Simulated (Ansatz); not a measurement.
# CdI2, response to strain

Consider CdI$_{2}$ in the CdI2 type structure (space group P-3m1, No. 164; layered, stacked along the Cartesian z axis).

```
CELL_PARAMETERS angstrom
      4.24216     0.00000     0.00000
     -2.12108     3.67382     0.00000
      0.00000     0.00000     6.82248
ATOMIC_POSITIONS crystal
  Cd 0.00000 0.00000 0.00000
  I  0.33333 0.66667 0.25360
  I  0.66667 0.33333 0.74640
```

Cartesian axes are those of the cell as printed.

Strains are applied to the cell and any free atomic positions relax; under biaxial strain the out-of-plane vector relaxes too.

Level of theory: PBE-D3(BJ) in Ansatz (plane waves to 420 eV, PAW, no spin-orbit coupling).

Candidates:
(a) biaxial strain +0.50 %, plane normal [001], relaxed out of plane
(b) biaxial strain +1.50 %, plane normal [001], relaxed out of plane
(c) biaxial strain −1.00 %, plane normal [001], relaxed out of plane
(d) biaxial strain +2.00 %, plane normal [001], relaxed out of plane
(e) biaxial strain −2.00 %, plane normal [001], relaxed out of plane

Notes on the quantities. in-plane stress: mean in-plane stress (compression positive).

Question: Order them by in-plane stress, highest first.

Answer: (e) biaxial strain −2.00 %, plane normal [001], relaxed out of plane (+1.1 GPa), (c) biaxial strain −1.00 %, plane normal [001], relaxed out of plane (+0.5 GPa), (a) biaxial strain +0.50 %, plane normal [001], relaxed out of plane (-0.2 GPa), (b) biaxial strain +1.50 %, plane normal [001], relaxed out of plane (-0.7 GPa), (d) biaxial strain +2.00 %, plane normal [001], relaxed out of plane (-0.9 GPa)

No phonon test of stability was made.

Ansatz is an electronic-structure program.
